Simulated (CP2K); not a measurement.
Band structure of Ni3Se2 (R32, 5 atoms in the cell).

```
Ni3Se2
1.0
    4.13061     0.00000     0.00000
   -0.05058     4.13030     0.00000
   -0.05058    -0.05120     4.12998
Ni Se
3 2
Direct
  0.24677   0.75323   0.00000
  0.00000   0.24677   0.75323
  0.75323   0.00000   0.24677
  0.25788   0.25788   0.25788
  0.74212   0.74212   0.74212
```

Computed with LDA (Pade form), GPW, DZVP-MOLOPT-SR-GTH basis, GTH-PADE potentials (GTH_POTENTIALS) in CP2K.

Settings: CUTOFF = 600 Ry; REL_CUTOFF = 60 Ry; SMEAR/METHOD = GAUSSIAN; SIGMA = 0.1 eV; KPOINTS/SCHEME = MONKHORST-PACK 7 7 7; XC_FUNCTIONAL = PADE; Ni/BASIS_SET = DZVP-MOLOPT-SR-GTH-q18; Ni/POTENTIAL = GTH-PADE-q18; Se/BASIS_SET = DZVP-MOLOPT-SR-GTH-q6; Se/POTENTIAL = GTH-PADE-q6; METHOD = GPW; EPS_DEFAULT = 1e-10; EXTRAPOLATION = USE_GUESS; NGRIDS = 5.

The starting cell comes from a database of computed structures (which also holds hypothetical and non-ambient phases and stackings), without a prior relaxation at this level. Its lattice was rescaled by a random factor within 2.5 % of one. Spin polarisation is off, so a magnetic state, if there is one, cannot be reached. Values carry the incompleteness of an atom-centred basis.

Levels in eV from the Fermi level, bands 31 to 36:
```json
[
 {"point": "Γ", "31": "-1.02", "32": "-0.62", "33": "1.20", "34": "1.20", "35": "1.89", "36": "1.93"},
 {"point": "P", "31": "-1.23", "32": "-0.84", "33": "-0.80", "34": "-0.66", "35": "-0.48", "36": "7.57"},
 {"point": "Z", "31": "-1.23", "32": "-0.82", "33": "-0.82", "34": "-0.66", "35": "-0.48", "36": "7.58"},
 {"point": "Q", "31": "-1.22", "32": "-0.86", "33": "-0.78", "34": "-0.65", "35": "-0.48", "36": "7.55"},
 {"point": "F", "31": "-1.26", "32": "-0.58", "33": "-0.39", "34": "0.57", "35": "1.11", "36": "3.09"},
 {"point": "P1", "31": "-1.23", "32": "-0.84", "33": "-0.80", "34": "-0.66", "35": "-0.48", "36": "7.57"},
 {"point": "Q1", "31": "-1.22", "32": "-0.86", "33": "-0.78", "34": "-0.65", "35": "-0.48", "36": "7.55"},
 {"point": "L", "31": "-0.99", "32": "-0.95", "33": "-0.12", "34": "0.67", "35": "0.81", "36": "3.69"}
]
```

Bands cross the Fermi level along this path, so the cell is metallic at this level.

Higher empty bands are left out: an atom-centred basis made for the valence describes them poorly.
